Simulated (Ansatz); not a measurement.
Defect migration in monoclinic HfO2: O vacancy, charge state +2. The step: a nearby O atom hops onto the vacant site; the atom moves 1.90 Å along (-0.36, -0.08, -0.13) of the unit cell; from a vacant O site with 3 nearest neighbours to a vacant O site with 4 nearest neighbours; the moving atom starts with neighbours Hf at 2.09, Hf at 2.15, Hf at 2.40, Hf at 2.42; O at 2.60, O at 2.65, O at 2.68 Å and ends with Hf at 2.04, Hf at 2.06, Hf at 2.30 Å. A PBE band in Ansatz (plane-wave PAW, the Γ point alone, 96 host sites, 22 SCF runs with any check of the saddle's order, static, no finite-size correction) gives a forward barrier of 0.68 eV. The saddle point's order was not checked. The charge state is imposed; whether it is stable for some Fermi level was not computed. Forms of the defect that were not tried may lie lower.

Single points at the band's start and saddle point can refine it. Rough cost of one point, in units of the band's mean SCF on the same machine:

| Level | Cost of one point |
|---|---|
| PBE, a 2×2×2 k-point mesh shifted by half a step | about 9 |
| r2SCAN at 500 eV, the Γ point alone | under 2 |

Task: Which of these move the barrier by more than 0.1 eV, and how far does each move it?

Result: Not one does. PBE, a 2×2×2 k-point mesh shifted by half a step: +0.02 eV; r2SCAN at 500 eV, the Γ point alone: -0.02 eV. Each functional is compared with PBE at the same k-points.

Ansatz is a quantum-chemistry and plane-wave program.
